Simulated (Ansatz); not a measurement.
The reference is Be$_{5}$Pt (space group F-43m, No. 216; a = 5.940 Å; a cell from a computed database, its experimental status unchecked).

Levels (all Ansatz, a program for electronic structure, PAW): PBEsol (420 eV, no SOC); r2SCAN (500 eV, spin-orbit coupling left out).

The geometry is relaxed with PBEsol.

| Property | Value |
|---|---|
| PBEsol width of the top valence band | 2.62 eV |
| PBEsol band gap | 0.16 eV |
| PBEsol pressure | 0.01 GPa |
| PBEsol smallest direct gap | 0.76 eV |

With r2SCAN at the same geometry, the width of the top valence band grows by 0.16 eV to 2.78 eV; the band gap remains 0.16 eV; the pressure increases by 1.88 GPa, from 0.01 GPa to 1.89 GPa; the smallest direct gap grows by 0.035 eV, from 0.76 eV to 0.80 eV.

Single points use the geometry relaxed with PBEsol. Their cutoffs differ, which shifts pressures a little. Spin-orbit coupling, missing from the scalar runs, can matter with Pt. No phonon test of stability was made.
